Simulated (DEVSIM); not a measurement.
Device: illuminated Si n-on-p cell, one wavelength, at 400 K.

| layer (left to right) | material | thickness (μm) | Nd (cm⁻³) | Na (cm⁻³) | τn (s) | τp (s) | absorption coefficient (cm⁻¹) |
|---|---|---|---|---|---|---|---|
| 1 | Si | 0.730 | 1.5e18 | - | 7.2e-6 | 1.4e-7 | 11000 |
| 2 | Si | 110 | - | 1.1e17 | 8.2e-6 | 8.2e-6 | 11000 |

Left contact: ohmic, minority hole recombination velocity 5000 cm/s. Right contact: ohmic, minority electron recombination velocity 20000 cm/s. Voltage is applied to the left contact. Recombination: SRH at mid-gap, radiative, Auger. Light enters at the left, 2.5e17 photons cm⁻² s⁻¹, one pass, no reflection. Mobility is μmin + (μ − μmin)/(1 + (N/Nref)^α).

The device is made up for the run: typed textbook-type constants, with dimensions and the other settings drawn at random. Values at 300 K; Nc and Nv go as T^1.5, mobilities as T to minus their exponent, the gap by Varshni's rule with the affinity fixed.

```csv
parameter,Si
gap (eV),1.124
affinity (eV),4.05
permittivity,11.7
Nc (cm⁻³),2.86e19
Nv (cm⁻³),3.1e19
μn (cm²/Vs),1417
μp (cm²/Vs),470
"μn,min",52
"μp,min",45
"Nref,n",9.7e16
"Nref,p",2.2e17
αn,0.68
αp,0.72
T exponent of μn,2.3
T exponent of μp,2.2
B (cm³/s),4.7e-15
Cn (cm⁶/s),2.8e-31
Cp (cm⁶/s),9.9e-32
Varshni α (eV/K),0.000473
Varshni β (K),636
```

DEVSIM, 1D drift-diffusion, Boltzmann statistics, complete ionisation; no tunnelling, impact ionisation, image-force lowering or self-heating.

Base results: largest power (mW/cm²) 12.7; short-circuit current (mA/cm²) 38.4; largest field in the device at zero bias (V/cm) 150000; share of generated pairs collected at short circuit 0.959.

**Question.** What follows from this one change: minority lifetime in layer 2 8.2e-06 → 2.5e-07 s?

**Answer.** largest power 12.7 → 10.9 mW/cm²; short-circuit current 38.4 → 37.8 mA/cm²; largest field in the device at zero bias little changed (150000 V/cm); share of generated pairs collected at short circuit 0.959 → 0.944.

**Question.** What follows from this one change: recombination velocity at the left contact 5000 → 10 cm/s?

**Answer.** largest power 12.7 → 13.4 mW/cm²; short-circuit current 38.4 → 39.7 mA/cm²; largest field in the device at zero bias little changed (150000 V/cm); share of generated pairs collected at short circuit 0.959 → 0.992.

**Question.** What follows from this one change: doping Nd of layer 1 1.5e+18 → 4.5e+17 cm^-3?

**Answer.** largest power 12.7 → 12.4 mW/cm²; short-circuit current 38.4 → 38.8 mA/cm²; largest field in the device at zero bias 150000 → 130000 V/cm; share of generated pairs collected at short circuit 0.959 → 0.970.

**Question.** What follows from this one change: constant mobility in place of the doping-dependent one?

**Answer.** largest power 12.7 → 12.5 mW/cm²; short-circuit current 38.4 → 39.4 mA/cm²; largest field in the device at zero bias little changed (150000 V/cm); share of generated pairs collected at short circuit 0.959 → 0.982.
